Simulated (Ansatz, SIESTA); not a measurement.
# Code comparison for Sr2CuO4 (P1, 7 atoms in the cell)

Self-consistent single point, at a second geometry (atoms moved at random). First geometry:

```
Sr2CuO4
1.0
   -1.88830     1.88830     6.01980
    1.88830    -1.88830     6.01980
    1.88830     1.88830    -6.01980
Sr Cu O
2 1 4
Cartesian
  0.00000   0.00000   4.32246
  0.00000   0.00000   7.71715
  0.00000   0.00000   0.00000
  0.00000   1.88830   0.00000
  1.88830   0.00000   0.00000
  0.00000   0.00000   1.87806
  0.00000   0.00000  10.16155
```

Second geometry:
```
Sr2CuO4
1.0
   -1.88830     1.88830     6.01980
    1.88830    -1.88830     6.01980
    1.88830     1.88830    -6.01980
Sr Cu O
2 1 4
Direct
  0.37191   0.36465   0.01905
  0.63261   0.64422   0.99772
  0.01132   0.99209   0.00873
  0.51068   0.00468   0.50960
  0.98611   0.51067   0.48666
  0.16183   0.15467   0.00963
  0.82554   0.82903   0.96862
```

Shared settings, as Ansatz (a program for electronic structure) writes them: kpoints.mp_grid.grid = 7 7 7; scf.occupations.method = gaussian; scf.occupations.width = 0.0073 Ry. Potentials and cutoffs stand in the table.

```json
[
 {"code": "Ansatz", "model": "PBEsol, PAW files made with PBE", "ΔF from the first geometry (meV/atom)": "17.1", "pressure (GPa)": "6.53", "largest force (eV/Å)": "1.022", "cutoff": "default"},
 {"code": "SIESTA", "model": "GGA PBEsol, numerical atomic orbitals TZP, PseudoDojo PBEsol standard norm-conserving potentials (rewritten from UPF to PSML)", "ΔF from the first geometry (meV/atom)": "20.2", "pressure (GPa)": "10.98", "largest force (eV/Å)": "1.083", "cutoff": "grid 400 Ry"}
]
```

Size of the force on each atom (eV/Å): Sizes of forces hide their directions.

| code | Sr1 | Sr2 | Cu3 | O4 | O5 | O6 | O7 |
|---|---|---|---|---|---|---|---|
| Ansatz | 0.400 | 0.459 | 1.022 | 0.337 | 0.907 | 0.631 | 0.733 |
| SIESTA | 0.672 | 0.207 | 1.083 | 0.368 | 1.044 | 0.881 | 1.033 |

On Ansatz's run: spin polarisation is off; with an odd number of electrons in the cell that forces a metal, and a magnetic state may lie lower.

The spread over the programs that give each value: ΔF from the first geometry within 3.1 meV/atom; pressure within 4.45 GPa; largest force within 0.061 eV/Å.

SIESTA uses small atom-centred bases, whose incompleteness enters pressures, forces and empty levels differently from a plane-wave cutoff. Ansatz's pressure is given at a fixed set of plane waves, as the other plane-wave codes print theirs; with its correction for the finite basis it is 6.93 GPa (the shift of 0.40 GPa shows how far the cutoff is from converged).

The starting cell comes from a database of computed structures (which also holds hypothetical and non-ambient phases and stackings), without a prior relaxation at this level. Its lattice was rescaled by a random factor within 2.5 % of one. For this run, on top of that: atoms moved at random.

Keys are those of Ansatz 0.2.
